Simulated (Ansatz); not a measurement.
The reference is InP in the zinc blende structure (space group F-43m, No. 216; a = 5.907 Å).

All numbers come from r2SCAN in Ansatz (plane waves to 500 eV, PAW, without spin-orbit coupling).

For the base:

| Item | Result |
|---|---|
| Lattice parameter a | 5.907 Å |
| Gap character | direct at Γ |

One thing is altered: hydrostatic tension (pressure −1 GPa).

Problem. Estimate the effect on the lattice parameter a.

Solution. The lattice parameter a grows by 0.030 Å (5.907 Å → 5.937 Å).

Problem. Estimate the effect on the mean gap deformation potential ΔEg/Δln V.

Solution. The mean gap deformation potential ΔEg/Δln V is -5.8 eV.

Problem. What happens to the gap character?

Solution. The gap character stays direct at Γ.

Load acts through the strain it causes; cell and atoms are relaxed under it. Gaps are read on the SCF mesh and a high-symmetry path. Whether these cells are dynamically stable was not tested.

Ansatz is an electronic-structure program.
